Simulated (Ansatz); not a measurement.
A zone-centre phonon calculation of BaMg₆Zn (Amm2, 8 atoms in the cell) with Ansatz (a first-principles code).

Level of theory: LDA (PW92), PAW files made with PBE (plane waves; Ansatz).

```
BaMg6Zn
1.0
    5.07320     0.00000     0.00000
    0.00000     3.51003     6.05391
    0.00000    -3.51003     6.05391
Ba Mg Zn
1 6 1
Cartesian
  2.53660   0.00000   8.14940
  0.00000  -1.97621   6.86658
  0.00000   1.97621   6.86658
  0.00000   0.00000   4.03202
  2.53660  -1.84108   5.08891
  2.53660   1.84108   5.08891
  2.53660   0.00000   1.95844
  0.00000   0.00000  10.38039
```

Reference input (self-consistent single point, DFT, PBEsol, plane waves, PAW files made with PBE): basis.ecutwfc = 420 eV; kpoints.mp_grid.grid = 4 3 3; hamiltonian.xc = pbesol; hamiltonian.pseudopotentials = {kind: paw} (the program's default PAW files); scf.occupations.method = gaussian; scf.occupations.width = 0.136 eV. This run's input differs from it in these lines:

Ansatz 0.2 input:
```diff
@@ -20,3 +20,3 @@
 hamiltonian:
-  xc: pbesol
+  xc: lda
   pseudopotentials:
@@ -28,6 +28,4 @@
     width: 0.136
-output:
-  forces: true
-  eigenvalues: true
-  stress: true
+phonons:
+  method: dfpt
```

The program printed (abridged):

```
SCF iter   1: F=—  HF=-20437.537431 eV  |F-HF|=—  |Δ(HF+E_count)|=         —  Δρ=5.42e-2  dr2=1.31e1  ethr=3.10e-3  ⟨swp⟩=10.9  Hψ=3547  notcnv=0
all-band conjugate gradients solve this SCF's bands
preconditioner: auto → Kerker (q_TF=auto, 2.322 Å⁻¹)
SCF iter   2: F=—  HF=-20435.636460 eV  |F-HF|=—  |Δ(HF+E_count)|=    1.90e0  Δρ=2.39e-2  dr2=3.10e0  ethr=3.10e-3  ⟨swp⟩=3.0  Hψ=1454  notcnv=0  defer=35
   [... lines left out ...]
SCF iter  10: F=—  HF=-20434.723361 eV  |F-HF|=—  |Δ(HF+E_count)|=   1.84e-7  Δρ=3.16e-6  dr2=3.79e-8  ethr=7.08e-10  ⟨swp⟩=2.0  Hψ=1331  notcnv=0  defer=34
SCF iter  11: F=—  HF=-20434.723361 eV  |F-HF|=—  |Δ(HF+E_count)|=   8.14e-9  Δρ=6.78e-7  dr2=1.55e-9  ethr=4.62e-11  ⟨swp⟩=2.0  Hψ=930  notcnv=0  defer=34
SCF iter  12: F=—  HF=-20434.723361 eV  |F-HF|=—  |Δ(HF+E_count)|=  3.46e-10  Δρ=2.57e-7  dr2=1.19e-10  ethr=1.89e-12  ⟨swp⟩=2.0  Hψ=971  notcnv=0  defer=34
SCF iter  13: F=-20434.723361 eV  HF=-20434.723361 eV  |F-HF|=7.28e-12  |Δ(HF+E_count)|=  6.18e-11  Δρ=4.14e-8  dr2=6.91e-12  ethr=1.00e-12  ⟨swp⟩=13.5  Hψ=4448  notcnv=0
SCF 1 converged in 13 iterations: F = -20434.723361 eV  dr2 = 6.91e-12
DFPT response loops at q = (0, 0, 0) (fractional): preconditioner auto → Kerker (q_TF=auto, 2.322 Å⁻¹) (partly filled bands, converged f_vac=0.000) …
Free energy (F): -20434.723361 eV
Internal energy: -20434.662028 eV  (E = F + TS)
E sigma→0 (E₀):  -20434.692695 eV
Entropy (-TS):   -0.061333 eV (-7.667 meV/atom)
Fermi energy:    5.613219 eV
--- Phonons (Γ-DFPT): 18 representative perturbations + reference (Σ response iterations 103) ---
  ASR residual: 4.419e-5 → 0.000e0 eV/Å²; symmetrization residual: 7.603e-6 eV/Å²
  ASR residual per site (eV/Å²): 1.73e-5 7.40e-6 7.40e-6 1.05e-5 1.90e-5 1.90e-5 1.01e-5 4.42e-5
  Γ frequencies (cm⁻¹): -48.40 0.00 0.00 0.00 28.33 37.09 74.12 78.03 90.89 92.10 98.92 108.23 111.92 117.69 127.51 138.46 149.27 155.62 174.74 181.32 182.46 185.54 201.44 220.84
  non-analytic LO–TO correction: not included (Born effective charges unavailable; polar crystals: no LO–TO splitting at Γ)
```

The run converged in 13 iterations. 

Summary of the result:
| Quantity | Value |
|---|---|
| Free energy E − TS (on the zero of these files) | -20434.7234 eV |
| Fermi level (on the code's own zero) | 5.61 eV |
| Zone-centre frequencies (cm⁻¹; negative means imaginary) | -48, 0, 0, 0, 28, 37, 74, 78, 91, 92, 99, 108, 112, 118, 128, 138, 149, 156, 175, 181, 182, 186, 201, 221 |

The starting cell comes from a database of computed structures (which also holds hypothetical and non-ambient phases and stackings), without a prior relaxation at this level.

Cost on one core of a shared machine: roughly 8 min.
